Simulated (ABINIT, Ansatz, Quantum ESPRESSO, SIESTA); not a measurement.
# One structure in several programs: C (Fd-3m, 2 atoms in the cell)

Relaxation of cell and atoms.

```
CELL_PARAMETERS angstrom
      0.00000     1.78038     1.78038
      1.78038     0.00000     1.78038
      1.78038     1.78038     0.00000
ATOMIC_POSITIONS crystal
  C  0.50000 0.50000 0.50000
  C  0.75000 0.75000 0.75000
```

Shared settings, as Ansatz (a quantum-chemistry and plane-wave program) writes them: kpoints.mp_grid.grid = 13 13 13; scf.occupations.method = fermi_dirac; scf.occupations.width = 0.01 eV. Potentials and cutoffs stand in the table.

```
code                                                                                                                                model  final volume (Å³/atom)  gap on the mesh (eV)       cutoff
----------------  -----------------------------------------------------------------------------------------------------------------------  ----------------------  --------------------  -----------
SIESTA            GGA PBE, numerical atomic orbitals DZP, PseudoDojo PBE standard norm-conserving potentials (rewritten from UPF to PSML)                    5.79                 4.226  grid 300 Ry
Quantum ESPRESSO                                                                        PBE, SSSP 1.1.2 efficiency (PBE) pseudopotentials                    5.70                 4.148        45 Ry
Ansatz                                                                                                                     PBE, PAW files                    5.70                 4.142       420 eV
ABINIT                                                           PBE, norm-conserving pseudopotentials (PseudoDojo nc-sr-05 PBE standard)                    5.70                 4.188        41 Ha
```

Gaps are read on the mesh.

The spread over the programs that give each value: final volume within 0.09 Å³/atom; gap on the mesh within 0.084 eV.

SIESTA uses small atom-centred bases, whose incompleteness enters pressures, forces and empty levels differently from a plane-wave cutoff. The programs treat the finite-basis stress differently while the cell relaxes: Ansatz adds an estimate of it, ABINIT smooths its cutoff (ecutsm).

The starting cell comes from a database of computed structures (which also holds hypothetical and non-ambient phases and stackings), without a prior relaxation at this level.

Left out of this page: GPAW (not drawn, or without a comparable value).

Keys are those of Ansatz 0.2.
